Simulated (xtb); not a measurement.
xtb 6.7.1, GFN2-xTB: La(Br)(Me)2 ([CH3][La]([CH3])[Br]), 10 atoms. The geometry is a generated start, not checked to be a minimum at this level.

```yaml
method: GFN2-xTB
"--acc": 1 (default)
"--etemp (K)": 300 (default)
detailed input (--input): "none: ANC optimiser, Lindh (1995) Hessian, microcycle=20, maxdispl=1.0, hlow=0.01 (default)"
basis_functions: 34
valence_electrons: 24
```

```xyz
10

La    -0.6261    -0.5084    -0.0731
Br    -2.8213    -2.2483    -0.3109
C     -0.6980     1.7284    -1.3581
H      0.0493     1.7921    -2.1551
H     -0.5416     2.5973    -0.7126
H     -1.6839     1.8434    -1.8256
C      1.3532    -1.2066     1.4290
H      1.8280    -0.3726     1.9533
H      2.1431    -1.7134     0.8637
H      0.9973    -1.9120     2.1895
```

Charge 0 and multiplicity 1 are set for this test and not shown to be the ground state.

The structure is relaxed from this start with --opt LEVEL for the levels crude, sloppy, loose, lax, normal, tight, vtight, extreme, once each. Up to the end of the extreme run atoms move by at most 0.74 Å along an axis.

Problem. What is the loosest level that ends within 1 meV of the extreme run, and how many cycles does it take?

Solution. vtight: 48 cycles against 51, ending 0.0056 meV above.

```json
[
 {"level": "crude", "cycles": "1", "energy above the extreme run (meV)": "17", "gradient norm (eV/Å)": "0.050"},
 {"level": "sloppy", "cycles": "1", "energy above the extreme run (meV)": "17", "gradient norm (eV/Å)": "0.050"},
 {"level": "loose", "cycles": "1", "energy above the extreme run (meV)": "17", "gradient norm (eV/Å)": "0.050"},
 {"level": "lax", "cycles": "1", "energy above the extreme run (meV)": "17", "gradient norm (eV/Å)": "0.050"},
 {"level": "normal", "cycles": "1", "energy above the extreme run (meV)": "17", "gradient norm (eV/Å)": "0.050"},
 {"level": "tight", "cycles": "22", "energy above the extreme run (meV)": "1.6", "gradient norm (eV/Å)": "0.0099"},
 {"level": "vtight", "cycles": "48", "energy above the extreme run (meV)": "under 0.01", "gradient norm (eV/Å)": "0.0073"},
 {"level": "extreme", "cycles": "51", "energy above the extreme run (meV)": "—", "gradient norm (eV/Å)": "0.0013"}
]
```
